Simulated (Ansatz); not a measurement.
Zr on the Al site (Zr_Al) in wurtzite AlN: one set of geometries, relaxed with PBE, evaluated in Ansatz (PAW, plane waves to 420 eV, 500 eV under r2SCAN) with PBE, r2SCAN.

Set-up: 96-site cell; 2×2×2 shifted k-points; start: the Al site; charged states image-corrected; not converged in cell size; flagged in the runs: a host whose relaxation on this sampling wasn't shown to rest, a strain field that reaches the edge of the cell.

```
quantity                                                                  PBE       r2SCAN
----------------------------------------------------  -----------------------  -----------
host gap (eV)                                                            4.03         4.67
ε(+1/0) above the VBM (eV)                                               3.72         4.04
ε(0/−1) above the VBM (eV)                                          not bound  not settled
neutral formation energy against fcc Al, hcp Zr (eV)                     2.63         2.58
largest moment on one atom at charge 0 (μB)                              0.25         0.28
carrier at charge −1                                  electron in a host band  not settled
```

PBE narrows the gap by 0.64 eV against r2SCAN, the highest level run, and puts the levels 0.32 eV lower above the valence-band maximum on average.

"Not bound" means that the carrier spreads over host band states in this cell; a shallow level, bound over tens of ångströms, can't be resolved here.

Ansatz is an electronic-structure program.
